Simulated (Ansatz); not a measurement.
Consider TiAl (space group P4/mmm, No. 123; a = 2.8127 Å, c = 4.0619 Å; relaxed with 0.1 eV smearing). Axes: x, y, z lie along a, b, c of the conventional cell.

Calculations: r2SCAN (Ansatz, a first-principles code), scalar-relativistic without spin-orbit coupling, earlier PAW set.

For the base:

```
Quantity                         Value
-----------------------------  -------
Shortest interatomic distance  2.813 Å
```

Perturbation: strain tensor (xx, yy, zz, yz, xz, xy) = (+1.77, +1.61, +0.10, +1.20, +0.52, +1.34) %, atoms relaxed at fixed cell.

Problem. What happens to the shortest interatomic distance and stress?

Solution. The shortest interatomic distance grows by 0.0228 Å to 2.835 Å; the stress (xx, yy, zz, yz, xz, xy; compression positive) comes out as (-4.4, -4.2, -2.7, -2.6, -1.0, -1.3) GPa.

Stability against distortions was not tested. The final runs are not spin-polarised.
